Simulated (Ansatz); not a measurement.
# GaP, response to strain

Consider GaP in the zinc blende structure (space group F-43m, No. 216; a = 5.391 Å).

Strains are applied to the cell and any free atomic positions relax.

All numbers come from LDA, PAW, 420 eV (Ansatz, a program for electronic structure; without spin-orbit coupling).

Notes on the quantities. energy relative to the base: free energy F.

| isotropic strain (%) | energy relative to the base (meV/atom) |
|---|---|
| -3 | 49.4 |
| -2 | 21.2 |
| -1.5 | ? |
| -0.5 | 1.2 |
| 0 | 0.0 |
| 0.5 | 1.2 |
| 1.5 | 10.6 |
| 2.5 | 28.5 |
| 3 | 40.3 |

Q: Fit ΔE = Aε² + Bε³ (ε in %) to the rows shown and predict the withheld row.

A: Least squares on the printed values gives A = 4.98 and B = -0.17 meV/atom (largest residual 0.1 meV/atom); this predicts 11.8 meV/atom, and the run gives 11.7 meV/atom, in agreement.

No phonon test of stability was made.
